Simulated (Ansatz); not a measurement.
The starting structures come from a database of crystals and need not be the phases stable at ambient conditions.

Tunnelling through a barrier is set by its complex band structure: the current falls as exp(−2κd) with the smallest κ.

Given:

```
CELL_PARAMETERS angstrom
      5.75516     0.00000     0.00000
      2.87758     9.28186     0.00000
      2.87758    -0.89211     2.73580
ATOMIC_POSITIONS crystal
  La 0.14002 0.85998 0.35998
  La 0.35998 0.14002 0.64002
  Cu 0.00000 0.50000 0.50000
  Cu 0.50000 0.50000 0.50000
  Se 0.66921 0.33079 0.83079
  Se 0.83079 0.66921 0.16921
  O  0.50000 0.00000 0.00000
  O  0.00000 0.00000 0.00000
```

Space group of this cell: P4/nmm. The cell is taken as given; by r2SCAN its mean pressure is -0.9 GPa.

Transport runs along the normal of the first two printed cell vectors, the (111) plane of the conventional cell.

The gap is the functional's own. No spin-orbit coupling. Mid-gap values are interpolated on the energy grid.

Problem. State the band gap and the smallest decay constant κ at mid-gap according to r2SCAN (Ansatz, an electronic-structure program).

Solution. Gap 1.88 eV on a 12×12×12 mesh; κ = 0.204 1/Å, at the zone centre.
